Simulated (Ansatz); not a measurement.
A calculation on CsCl-type AuZn (cubic form, which distorts at low temperature) returned lattice constant a 3.149 Å, bulk modulus 135 GPa.

For reference: bulk modulus 131 GPa (measured, temperature not stated, no zero-point or thermal correction; as tabulated in Nepal et al. (2020), arXiv:2007.11150).

Which level of theory produced these numbers?
(A) PBE0 (Ansatz, an electronic-structure program)
(B) PBE (Ansatz)
(C) r²SCAN (Ansatz)
(D) PBE+SOC (Ansatz)

C, r²SCAN (Ansatz)

The others give: PBE0 3.169 Å, 124 GPa; PBE 3.186 Å, 117 GPa; PBE+SOC 3.180 Å, 120 GPa.

Unless a cell is named, each level is at its own relaxed cell (PBE 16.18, PBE+SOC 16.07, PBE0 15.91, r²SCAN 15.61 Å³/atom).

Caveats: symmetry holds this phase in the static calculation, where it need not be a minimum (PBE0, PBE, PBE+SOC, r²SCAN). Ansatz's density-functional and Hartree–Fock values are scalar-relativistic unless marked +SOC, with PAW data made under PBE.
